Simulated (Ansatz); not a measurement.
A self-consistent single point of Ti2CS (P3m1, 8 atoms in the cell) with Ansatz (a quantum-chemistry and plane-wave program).

Method: PBEsol, default PAW files made with PBE (plane waves; Ansatz).

```
Ti2CS
1.0
    3.19581     0.00000     0.00000
   -1.59791     2.76766     0.00000
    0.00000     0.00000    11.19187
Ti C S
4 2 2
Cartesian
  0.00000   1.84510   4.53616
  1.59791   0.92255   6.70572
  1.59791   0.92255  10.08209
  0.00000   1.84510   1.10979
  0.00000   0.00000   5.59594
  0.00000   0.00000   0.00000
  1.59791   0.92255   2.79797
  0.00000   1.84510   8.39390
```

Reference input (self-consistent single point, DFT, PBEsol, plane waves, default PAW files made with PBE): basis.ecutwfc = 30.9 Ry; kpoints.mp_grid.grid = 12 12 3; hamiltonian.xc = pbesol; hamiltonian.pseudopotentials = {kind: paw} (the program's default PAW files); scf.occupations.method = gaussian; scf.occupations.width = 0.0073 Ry. This run's input differs from it in these lines:

Ansatz 0.2 input:
```diff
@@ -19,3 +19,3 @@
   mp_grid:
-    grid: [12, 12, 3]
+    grid: [20, 20, 5]
 hamiltonian:
@@ -26,3 +26,3 @@
   occupations:
-    method: gaussian
+    method: fermi_dirac
     width: 0.0073 Ry
```

Output, abridged:

```
SCF iter   1: F=—  HF=-12169.881086 eV  |F-HF|=—  |Δ(HF+E_count)|=         —  Δρ=7.31e-3  dr2=7.09e-2  ethr=1.77e-3  ⟨swp⟩=5.2  Hψ=32190  notcnv=0
all-band conjugate gradients solve this SCF's bands
preconditioner: auto → Kerker (q_TF=auto, 2.563 Å⁻¹)
SCF iter   2: F=—  HF=-12169.866144 eV  |F-HF|=—  |Δ(HF+E_count)|=   1.49e-2  Δρ=3.44e-3  dr2=1.69e-2  ethr=1.04e-4  ⟨swp⟩=2.0  Hψ=10728  notcnv=0
   [... lines left out ...]
SCF iter   5: F=—  HF=-12169.862453 eV  |F-HF|=—  |Δ(HF+E_count)|=   8.32e-6  Δρ=6.18e-5  dr2=2.39e-5  ethr=1.85e-7  ⟨swp⟩=2.2  Hψ=10081  notcnv=0
SCF iter   6: F=—  HF=-12169.862420 eV  |F-HF|=—  |Δ(HF+E_count)|=   3.22e-5  Δρ=2.18e-5  dr2=2.46e-6  ethr=3.52e-8  ⟨swp⟩=1.9  Hψ=9074  notcnv=0
SCF iter   7: F=—  HF=-12169.862420 eV  |F-HF|=—  |Δ(HF+E_count)|=   2.80e-7  Δρ=8.89e-6  dr2=3.57e-7  ethr=3.61e-9  ⟨swp⟩=2.1  Hψ=10629  notcnv=0
SCF iter   8: F=-12169.862420 eV  HF=-12169.862420 eV  |F-HF|=2.94e-8  |Δ(HF+E_count)|=   3.64e-8  Δρ=2.86e-6  dr2=3.53e-8  ethr=1.47e-10  ⟨swp⟩=5.6  Hψ=28291  notcnv=0
SCF 1 converged in 8 iterations: F = -12169.862420 eV  dr2 = 3.53e-8
Free energy (F): -12169.862420 eV
Internal energy: -12169.790344 eV  (E = F + TS)
E sigma→0 (E₀):  -12169.826382 eV
Entropy (-TS):   -0.072076 eV (-9.010 meV/atom)
Fermi energy:    14.309086 eV
--- Forces (eV/Å), atoms counted from 1 ---
  atom   1  Ti     0.00000000    -0.00000000    -0.87691952
  atom   2  Ti    -0.00000000     0.00000000     0.34777491
  atom   3  Ti    -0.00000000     0.00000000    -0.04406906
  atom   4  Ti     0.00000000    -0.00000000     0.16181456
  atom   5  C     -0.00000000     0.00000000     0.26347857
  atom   6  C      0.00000000    -0.00000000    -0.01628035
  atom   7  S     -0.00000000     0.00000000     0.15809550
  atom   8  S      0.00000000    -0.00000000     0.00608542
--- Stress (GPa, compression-positive) ---
       -4.009813      -0.000000       0.000000
        0.000000      -4.009813       0.000000
        0.000000       0.000000      -2.833113
  P = ⅓ Tr σ = -3.6176 GPa (-36.176 kbar)
  The stress holds the Pulay correction. Without it, at fixed plane waves, as pw.x and ABINIT print it: P = -3.7282 GPa
```

The run converged in 8 iterations. Against the reference run the free energy goes down by 4.1 meV/atom, the pressure moves little (-3.68 to -3.62 GPa) and the largest force moves little (0.873 to 0.877 eV/Å).

The starting cell comes from a database of computed structures (which also holds hypothetical and non-ambient phases and stackings), without a prior relaxation at this level. Its lattice was rescaled by up to half a per cent. One atom was moved a little off its site on purpose. Spin polarisation is off, so a magnetic state, if there is one, cannot be reached. With a pressure of about -4 GPa the cell is away from its equilibrium volume at this level. Ansatz's pressure includes its estimate of the finite-basis (Pulay) stress.

Cost on one core of a shared machine: roughly 60 s.
